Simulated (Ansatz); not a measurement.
Gap of a one-dimensional LiH body, 2 atoms a period at several levels, all on one geometry.

```xyz
2
Lattice="11.0000 0.0000 0.0000 0.0000 11.0000 0.0000 0.0000 0.0000 3.3459" Properties=species:S:1:pos:R:3 pbc="T T T"
Li     5.5000     5.5000     0.0000
H      5.5000     5.5000     1.6730
```

Levels: PBE (plane waves to 420 eV, PAW; Ansatz, an electronic-structure program); r2SCAN (plane waves to 500 eV, PAW; Ansatz); HSE06 run with Ansatz. Unmarked values and the geometry are of the first. Mesh 1×1×90. No spin polarisation. One-dimensional cell, images about 11 Å apart. A hypothetical model. Symmetry and one short period hold its shape; lower forms weren't sought. Pairing along the axis, which can open a gap, is among the distortions not tried. HSE06 ran on a 1×1×6 mesh and at PBE's edge points.

| level | gap (eV) |
|---|---|
| PBE | 5.00 |
| r2SCAN | 5.81 |
| HSE06 | … |

Question: Fill in the missing entries.

Answer: 
- HSE06, gap (eV): 6.04
